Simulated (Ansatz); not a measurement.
# GaAs: energy against volume

GaAs (zinc blende, F-43m, 22.653 Å³/atom and stress up to 0.01 GPa in the relaxed cell, cube axes along x, y and z) under an equal strain ε along all three axes. PBEsol in Ansatz, a plane-wave DFT program (PAW, default set), 420 eV, 10×10×10 Γ-centred mesh, Fermi-Dirac smearing 0.05 eV; ions are relaxed, or left where forces stay under 0.02 eV/Å, within the symmetry of each cell.

Here V stands for volume and E for E less E0.

```csv
volume (Å³/atom),E less E0 (meV/atom),pressure (GPa)
21.3205,19.02,4.84
21.6485,10.51,3.50
21.9798,4.59,2.25
22.3145,1.13,1.08
22.6526,0.00,0.00
22.9941,1.09,-0.99
23.3390,4.26,-1.92
23.6874,9.38,-2.76
24.0391,16.33,-3.54
24.7531,?,?
```

Fit E of the 9 rows that show it with the third-order Birch-Murnaghan form, a cubic in V^(-2/3). With u = V^(-2/3) - 0.125, the rows have u = 0.005057, 0.003740, 0.002443, 0.001166, -0.000093, -0.001332, -0.002554, -0.003757, -0.004943. Least squares gives E = 0.020 + 129.9·u + 705738·u² + 2341348·u³. Residuals (row less fit): -0.008, 0.010, 0.006, -0.005, -0.014, -0.004, 0.007, 0.011, -0.009; standard error 0.012 (degrees of freedom: 5). Its minimum lies at u = -0.000092, so V0 = (0.124908)^(-3/2) = 22.65. There d²E/du² = 1410000 and d³E/du³ = 1.405e7, so B0 = (4/9) × 22.65^(-7/3) × 1410000 × 0.160218 = 69.2 GPa (the last factor turns the table's units into GPa), and B0' = 4 + (2/3) × 0.124908 × (1.405e7)/1410000 = 4.8. B0' rests on the cubic coefficient alone and has a standard error of 0.1 from these residuals.

Question: Estimate the missing E (V = 24.7531); what did the run itself give?

Answer: u = -0.007263, so E = 0.020 + 129.9 × (-0.007263) + 705738 × (-0.007263)² + 2341348 × (-0.007263)³ = 35.408 meV/atom. The calculation gives 35.34 meV/atom, 0.068 meV/atom below the prediction (0.2 % of the range of E in the table). The row lies outside the fitted rows, so this is an extrapolation. From the scatter of the fitted rows alone, a prediction at this place has a standard error of 0.047 meV/atom, so the miss is 1.4 times that.

This level leaves no gap over 0.05 eV at strain 2.00, 3.00 %. Other structures, which can take over under pressure, weren't tried. The same form fitted to the pressure column gives B0' = 4.8; series where the two differ by over 0.4 aren't shown. Rows are the converged runs of the series near zero and its far end, less any whose ions stayed unrelaxed beside relaxed ones; series whose fitted rows scatter by over a few per cent of the range, as at a crossing or softening among them, aren't shown in this form.
